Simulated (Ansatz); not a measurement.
Consider the following.

```xyz
2
Lattice="-0.0092 2.4415 2.4511 2.4415 -0.0092 2.4511 2.4323 2.4323 0.0000" Properties=species:S:1:pos:R:3 pbc="T T T"
Y      0.0000     0.0000     0.0000
N      2.4323     2.4323     2.4511
```

Method: r2SCAN with spin-orbit coupling, rigid bands (plane waves, PAW; Ansatz, a quantum-chemistry and plane-wave program). Condition of this run: uniaxial stress along [110] of 2 GPa (compression positive) (the target of the relaxation). Geometry: cell and atoms relaxed with r2SCAN, then loaded as said.

Task: Predict the hole conductivity mass (n e² τ/σ) at 300 K, by direction if it differs.

Result: 0.52 (x), 0.52 (y), 0.77 (z) mₑ.

Task: Predict the electron conductivity mass (n e² τ/σ) at 300 K, by direction if it differs.

Result: 0.24 (x), 0.24 (y), 0.20 (z) mₑ.

Task: And the band gap?

Result: 0.54 eV at this level; semilocal functionals usually fall short of the measured gap.

Rigid bands, one relaxation time for all states, no polarons.
